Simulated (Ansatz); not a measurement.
The reference is CaO in the rock salt structure (space group Fm-3m, No. 225).

```
CELL_PARAMETERS angstrom
      0.00000     2.38356     2.38356
      2.38356     0.00000     2.38356
      2.38356     2.38356     0.00000
ATOMIC_POSITIONS crystal
  Ca 0.00000 0.00000 0.00000
  O  0.50000 0.50000 0.50000
```

Cartesian axes are those of the cell as printed.

Method: plane-wave PAW DFT at the PBEsol level (Ansatz, an electronic-structure program, 420 eV), no spin-orbit coupling.

Modification: every lattice vector is shortened by 2.00 %; the atoms relax in the strained cell.

Problem. Predict the stress tensor and what it implies for the stiffness.

Solution. Stress of the strained cell less that of the base (GPa, compression positive):
```
   8.00    0.00    0.00
   0.00    8.00    0.00
   0.00    0.00    8.00
```

Then B = −ΔP/(ΔV/V₀) with ΔV/V₀ = -0.0588 gives secant stiffness values (nonlinear terms included at this strain): B ≈ 136 GPa.

As a check, the harmonic strain energy −½ V₀ Δσ:ε is 20 meV/atom; the computed energy rise is 19 meV/atom.

Whether these cells are dynamically stable was not tested.
